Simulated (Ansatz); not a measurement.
## rock-salt TiN: the defect S on the N site (S_N)

All values below come from PBE, PAW (plane waves to 420 eV; Ansatz, an electronic-structure program). Details: 64-site cell; 4×4×4 shifted k-points; start: the N site; no Hubbard U; not converged in cell size; the relaxation kept the symmetry of the starting site.

Neighbours after relaxation, in Å: of the S atom: Ti 2.31, Ti 2.31, Ti 2.31, Ti 2.31, Ti 2.31, Ti 2.31.

Formation energies E_f are those of the neutral cell. Chemical conditions: N-rich (Δμ(N) = 0.00 eV, Δμ(S) = -0.18 eV, bounded by TiS3 (P2_1/m); only phases computed here count, gases as isolated molecules at 0 K); Ti-rich (Δμ(N) = -3.43 eV, Δμ(S) = -2.99 eV, bounded by TiS (P-6m2); only phases computed here count, gases as isolated molecules at 0 K). Reference phases: N: N2 molecule in a box, S: S8 molecule in a box.

| charge | moment (μB) | point group | largest move off a lattice site (Å) | E_f, N-rich (eV) | E_f, Ti-rich (eV) |
|---|---|---|---|---|---|
| 0 | not spin-polarised | Oh | 0.18 | 3.18 | 2.57 |

Point groups are those of the whole cell at tolerances of 0.03 and 0.1 Å ("near" where only the looser one holds); none is given for unsettled states.

All states together cost very roughly 11 core-minutes.
